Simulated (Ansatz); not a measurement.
Base system: NaF in the rock salt structure (space group Fm-3m, No. 225; a = 4.6291 Å). Axes: x, y, z lie along the cube axes.

Calculations: Kohn–Sham DFT with the PBEsol functional, run in Ansatz (an electronic-structure program) with PAW and 420 eV plane waves, no spin-orbit coupling.

For the base:

- Shortest interatomic distance = 2.315 Å
- Gap character = direct at Γ

One thing is altered: tensile biaxial strain of 1.25 % in the plane normal to [111], as in epitaxy on a mismatched substrate; the out-of-plane cell vector and the atoms relax.

Predict the new shortest interatomic distance.

The shortest interatomic distance rises by 0.012 Å, from 2.315 Å to 2.327 Å.

How does this affect the gap character?

The gap character is still direct at Γ.

How does this affect the out-of-plane strain?

The out-of-plane strain comes out as -0.90 %.

Stability against distortions was not tested. k-point labels follow each cell's own Brillouin zone.
